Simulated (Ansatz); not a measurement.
The reference is TiSi$_{2}$ (space group Fddd, No. 70; a = 4.7804 Å, b = 8.2321 Å, c = 8.5219 Å). Axes: x, y, z lie along a, b, c of the conventional cell.

Method: Ansatz (a quantum-chemistry and plane-wave program) r2SCAN, no SOC, earlier PAW set.

Strains are applied to the cell and any free atomic positions relax.

One change was made to it. Results:

The energy grows by 198 meV/atom; the pressure (mean of the normal stresses, compression positive) goes from zero to 34.9 GPa; the band gap remains zero.

Question: Name the change that was made.
A. isotropic strain −5.29 %
B. isotropic strain −2.69 %
C. tensor shear ε_xz = +1.26 %

Answer: A, isotropic strain −5.29 %. For comparison, the energy relative to the base in the other runs: isotropic strain −2.69 % gives +47 meV/atom; tensor shear ε_xz = +1.26 % gives +3.1 meV/atom.

Without a gap, meshes like the base's 13×13×13 leave anisotropic stresses uncertain by several tenths of a GPa, and small strain energies with them. Whether these cells are dynamically stable was not tested. All final runs are without spin polarisation.
